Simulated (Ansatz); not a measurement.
Response to strain in Ca

Consider Ca in the fcc (Cu type) structure (space group Fm-3m, No. 225; relaxed with 0.1 eV smearing).

```yaml
crystal:
  lattice:
    - [0.00000, 2.78428, 2.78428]
    - [2.78428, 0.00000, 2.78428]
    - [2.78428, 2.78428, 0.00000]
  atoms:
    - { symbol: Ca, position: [0.00000, 0.00000, 0.00000] }
```

Cartesian axes are those of the cell as printed.

Strains are applied to the cell and any free atomic positions relax; under biaxial strain the out-of-plane vector relaxes too.

Method: r2SCAN, PAW, 500 eV (Ansatz, a quantum-chemistry and plane-wave program; no spin-orbit coupling), earlier PAW set.

Candidates:
(a) uniaxial strain ε_xx = +4.10 %
(b) isotropic strain −1.24 %
(c) uniaxial strain ε_zz = −1.75 %
(d) biaxial strain −3.55 %, plane normal [001], relaxed out of plane
(e) biaxial strain −0.42 %, plane normal [001], relaxed out of plane

Notes on the quantities. energy relative to the base: free energy F.

Question: Order them by energy relative to the base, lowest first.

Answer: (e) biaxial strain −0.42 %, plane normal [001], relaxed out of plane (+0.1 meV/atom), (c) uniaxial strain ε_zz = −1.75 % (+0.9 meV/atom), (b) isotropic strain −1.24 % (+3.4 meV/atom), (a) uniaxial strain ε_xx = +4.10 % (+5.1 meV/atom), (d) biaxial strain −3.55 %, plane normal [001], relaxed out of plane (+7.2 meV/atom)

No phonon test of stability was made.
